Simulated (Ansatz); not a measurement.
Density of states of Li2S (Fm-3m) above the conduction band minimum, PBEsol, rigid bands in Ansatz (a quantum-chemistry and plane-wave program); cell volume 45.2 Å³.

(energy from edge (eV), 10⁻³ states/eV/cell): (0.006, 18.4); (0.031, 42.9); (0.056, 57.9); (0.081, 71.0); (0.106, 80.9); (0.131, 91.9); (0.156, 101); (0.181, 109); (0.206, 118); (0.231, 125); (0.256, 133); (0.281, 140); (0.319, 151); (0.344, 159); (0.369, 166); (0.394, 173); (0.419, 180); (0.444, 187); (0.469, 194); (0.494, 202); (0.519, 208); (0.544, 215); (0.569, 222); (0.594, 229)

**Question.** What effective density of states at 300 K does this give (∫ g(E) exp(−E/k_BT) dE, both spins, divided by the cell's size)?

**Answer.** 2.0e19 cm⁻³, a density-of-states mass of 0.86 mₑ, valleys and band degeneracy included.

Spin-orbit coupling is left out. Geometry: cell and atoms relaxed with PBEsol.

Formula and space group known from diffraction (Crystallography Open Database), not checked to be the room-temperature form: Li2S (Fm-3m).
